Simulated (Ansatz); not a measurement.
TiO2: stress against strain

TiO2 (anatase, I4_1/amd, 11.312 Å³/atom and stress up to 0.01 GPa in the relaxed cell, c along z) under a strain ε along a (axis x), the other axes held. PBEsol in Ansatz, a plane-wave DFT program (PAW, default set), 420 eV, 12×12×12 Γ-centred mesh, Fermi-Dirac smearing 0.05 eV; ions are relaxed, or left where forces stay under 0.02 eV/Å, within the symmetry of each cell. Stress is positive for a compressed cell.

Here s stands for strain and y for stress xx.

| strain (%) | stress xx (GPa) |
|---|---|
| -3.00 | ? |
| -1.20 | 4.50 |
| -0.60 | 2.18 |
| 0.00 | 0.00 |
| 0.60 | -2.08 |
| 1.20 | -4.05 |

Problem. Fit y against s with a straight line, and predict the withheld value at s = -3.00.

Solution. Means: s 0, y 0.110. About the means, the sum of products is -12.816 and the sum of squares of s is 3.6000; the slope is their ratio. Least squares gives y = 0.110 - 3.5600·s. Residuals (row less fit): 0.118, -0.066, -0.110, -0.054, 0.112; standard error 0.124 (degrees of freedom: 3). The slope gives the elastic constant C11 = 356 ± 7 GPa (± standard error of the fit, which holds the terms cut off). At the withheld row, y = 0.110 - 3.5600 × (-3.0) = 10.790 GPa. The calculation gives 12.09 GPa, 1.300 GPa above the prediction (8.1 % of the range of y in the table). The row lies outside the fitted rows, so this is an extrapolation. From the scatter of the fitted rows alone, a prediction at this place has a standard error of 0.238 GPa, so the miss is 5.5 times that.

A polynomial of degree 2 through the 10 other runs of the series gives 12.10 there, so most of the miss is curvature that the fit leaves out. The primitive cell can neither tilt nor turn polar against its symmetry, as such crystals can under strain. TiO2 is here one of several forms; rutile is the usual stable one. Rows are the converged runs of the series near zero and its far end; series whose fitted rows scatter by over a few per cent of the range, as at a crossing or softening among them, aren't shown in this form, nor equations of state whose B0' disagrees with the runs' pressures. Most that stay on the fit to the last digits aren't either.
